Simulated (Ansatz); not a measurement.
Take Nb in the bcc (W type) structure (space group Im-3m, No. 229; a = 3.248 Å; relaxed with 0.1 eV smearing) as the base. Axes: x, y, z lie along the cube axes.

All numbers come from LDA (Ansatz, a quantum-chemistry and plane-wave program, PAW, without spin-orbit coupling).

For the base:

The shortest interatomic distance is 2.813 Å.

One thing is altered: tensile biaxial strain of 1.00 % in the plane normal to [001], as in epitaxy on a mismatched substrate; the out-of-plane cell vector and the atoms relax.

What happens to the in-plane stress?

The mean in-plane stress (compression positive) comes out as -2.5 GPa.

Predict the new out-of-plane strain.

The out-of-plane strain amounts to -1.09 %.

Predict the new shortest interatomic distance.

The shortest interatomic distance goes up by 0.009 Å (2.813 Å → 2.822 Å).

Whether these cells are dynamically stable was not tested. All final runs are without spin polarisation.
